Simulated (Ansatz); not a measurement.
## A computed series for Cu3Sn: response to strain

Consider Cu₃Sn (space group Pmmn, No. 59; a = 4.264 Å, b = 5.426 Å, c = 4.775 Å). Axes: x, y, z lie along a, b, c of the conventional cell.

Strains are applied to the cell and any free atomic positions relax; under biaxial strain the out-of-plane vector relaxes too.

The values are results of PBEsol (Ansatz, an electronic-structure program; PAW; 420 eV plane waves; no spin-orbit coupling), earlier PAW set, not measurements.

Notes on the quantities. energy relative to the base: free energy F.

```json
[
 {"variant": "base", "volume per atom": "13.81 Å³", "energy relative to the base": "0 meV/atom", "largest internal atomic displacement": "–"},
 {"variant": "biaxial strain +0.99 %, plane normal [001], relaxed out of plane", "volume per atom": "13.92 Å³", "energy relative to the base": "–", "largest internal atomic displacement": "–"},
 {"variant": "isotropic strain +1.05 %", "volume per atom": "14.25 Å³", "energy relative to the base": "+5.3 meV/atom", "largest internal atomic displacement": "0.014 Å"},
 {"variant": "isotropic strain +4.27 %", "volume per atom": "15.65 Å³", "energy relative to the base": "+76 meV/atom", "largest internal atomic displacement": "0.090 Å"},
 {"variant": "uniaxial strain ε_zz = +2.42 %", "volume per atom": "14.14 Å³", "energy relative to the base": "…", "largest internal atomic displacement": "…"}
]
```

Q: Complete the table.

A: 
- uniaxial strain ε_zz = +2.42 %, energy relative to the base: +3.8 meV/atom
- uniaxial strain ε_zz = +2.42 %, largest internal atomic displacement: 0.032 Å

Without a gap, meshes like the base's 11×9×10 leave anisotropic stresses uncertain by several tenths of a GPa, and small strain energies with them. Whether these cells are dynamically stable was not tested. All final runs are without spin polarisation.
